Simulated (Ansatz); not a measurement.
Thickness series in CaF2

Base system: CaF2 in the fluorite structure (space group Fm-3m, No. 225).

```yaml
crystal:
  lattice:
    - [0.00000, 2.71957, 2.71957]
    - [2.71957, 0.00000, 2.71957]
    - [2.71957, 2.71957, 0.00000]
  atoms:
    - { symbol: Ca, position: [0.00000, 0.00000, 0.00000] }
    - { symbol: F, position: [0.25000, 0.25000, 0.25000] }
    - { symbol: F, position: [0.75000, 0.75000, 0.75000] }
```

Cartesian axes are those of the cell as printed.

Free-standing slabs (3 atom(s) a layer) normal to [111] with 15 Å of vacuum; in-plane cell held at bulk.

Method: Ansatz (a quantum-chemistry and plane-wave program) r2SCAN, no SOC.

| variant | change of the spacing d12 from its bulk value of 0.785 Å | gap character | band gap | change of the spacing d23 from its bulk value of 0.785 Å |
|---|---|---|---|---|
| base | – | – | 8.03 eV | – |
| 1 layer | +3.2 % | indirect, K–Γ (36 % along) → Γ | 7.18 eV | – |
| 2 layers | … | indirect, M → Γ | … | … |
| 3 layers | +1.7 % | indirect, M → Γ | 7.57 eV | +0.6 % |
| 4 layers | +1.7 % | indirect, M → Γ | 7.62 eV | +0.7 % |
| 5 layers | +1.7 % | indirect, M → Γ | 7.64 eV | +0.6 % |
| 6 layers | +1.7 % | indirect, M → Γ | 7.65 eV | +0.7 % |

**Question.** What belongs in the blanks?

**Answer.** 
- 2 layers, change of the spacing d12 from its bulk value of 0.785 Å: +1.6 %
- 2 layers, band gap: 7.50 eV
- 2 layers, change of the spacing d23 from its bulk value of 0.785 Å: +1.4 %

Whether these cells are dynamically stable was not tested. Labels are those of the standard path for the cell's own space group.
